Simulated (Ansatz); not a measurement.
The starting structures come from a database of crystals and need not be the phases stable at ambient conditions.

## Evanescent states of Cs(TeO3)2 (R-3m, not sure to be the ambient phase, 18 atoms a cell, 15.7 Å³ an atom) along the normal of (101)

Computed with r2SCAN (plane waves, PAW; Ansatz, a first-principles code).

The gap is the functional's own, uncorrected, and κ follows it; spin-orbit coupling is left out. Mid-gap values are interpolated between the computed energies.

Energies count from the valence-band top; κ is the least over a 6×6 mesh across the current.

```tsv
E (eV)	κ (1/Å)	where
0.03	0.093	off Γ
0.09	0.124	off Γ
0.15	0.135	Γ
0.21	0.142	Γ
0.27	[?]	Γ
0.33	[?]	Γ
0.39	[?]	Γ
0.45	[?]	Γ
0.51	[?]	Γ
0.57	[?]	Γ
0.63	[?]	off Γ
0.69	[?]	off Γ
0.75	0.140	off Γ
0.81	0.120	off Γ
0.87	0.093	off Γ
0.93	0.049	off Γ
```

Q: Fill in the missing entries.

A: 
- 0.27, κ (1/Å): 0.148
- 0.33, κ (1/Å): 0.154
- 0.39, κ (1/Å): 0.159
- 0.45, κ (1/Å): 0.163
- 0.51, κ (1/Å): 0.167
- 0.57, κ (1/Å): 0.170
- 0.63, κ (1/Å): 0.168
- 0.69, κ (1/Å): 0.156
